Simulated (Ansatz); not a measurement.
Results of PBE in Ansatz (plane waves, PAW) for fluorite PtAl2.

Settings: plane-wave cutoff 520 eV, 20×20×20 k mesh, Fermi–Dirac smearing 0.09 eV (set by the program), scalar-relativistic PAW data made under PBE.

Cell (relaxed at this level):

```cif
data_Al8Pt4
_chemical_formula_sum 'Al8 Pt4'
_space_group_name_H-M_alt 'Fm-3m'
_space_group_IT_number 225
_space_group_name_Hall '-F 4 2 3'
_cell_length_a 5.94623
_cell_length_b 5.94623
_cell_length_c 5.94623
_cell_angle_alpha 90.000
_cell_angle_beta 90.000
_cell_angle_gamma 90.000
loop_
_atom_site_label
_atom_site_type_symbol
_atom_site_symmetry_multiplicity
_atom_site_Wyckoff_symbol
_atom_site_fract_x
_atom_site_fract_y
_atom_site_fract_z
_atom_site_occupancy
Al1 Al 8 c 0.25000 0.25000 0.25000 1
Pt1 Pt 4 a 0.00000 0.00000 0.00000 1
```
(The calculation used a cell of 3 atoms; values per cell refer to that cell.)

Question: Predict the Poisson ratio, elastic constant C12, polycrystal shear modulus (Hill average), elastic constant C11 and elastic constant C44.

Answer: 
- Poisson ratio: 0.363
- elastic constant C12: 108 GPa
- polycrystal shear modulus (Hill average): 38.9 GPa
- elastic constant C11: 172 GPa
- elastic constant C44: 44.6 GPa

Elastic constants are with the ions relaxed.

Spin–orbit coupling is not included.

Ansatz is a quantum-chemistry and plane-wave program.
